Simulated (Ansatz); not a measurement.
Base system: BeS in the zinc blende structure (space group F-43m, No. 216; a = 4.8760 Å).

Perturbation: an isotropic linear strain of −0.66 %; the atoms relax in the strained cell.

Levels (all Ansatz, a program for electronic structure, PAW): PBE (420 eV, no spin-orbit coupling); r2SCAN (500 eV, no SOC).

The geometry is relaxed with PBE.

| Item | Result |
|---|---|
| PBE electron mass | 0.83 mₑ along k, 0.29 mₑ across (at X) |
| PBE lowest conduction level above the VBM at special points | X 3.10 eV; K 4.35 eV; U 4.35 eV; L 5.48 eV |
| PBE pressure | 1.92 GPa |

With r2SCAN at the same geometry, the electron mass becomes 0.79 mₑ along k, 0.28 mₑ across (at X) (PBE: 0.83 mₑ along k, 0.29 mₑ across (at X)); the lowest conduction level above the VBM at special points becomes X 3.56 eV; K 4.83 eV; U 4.83 eV; L 6.09 eV (PBE: X 3.10 eV; K 4.35 eV; U 4.35 eV; L 5.48 eV); the pressure decreases by 0.387 GPa to 1.54 GPa.

Single points use the geometry relaxed with PBE. Their cutoffs differ, which shifts pressures a little. The levels and masses belong to the bands next to the band gap. Masses are band curvatures over ±0.01 Å⁻¹ around the edge. Along k means along the line from Γ to the band edge. Whether these cells are dynamically stable was not tested.
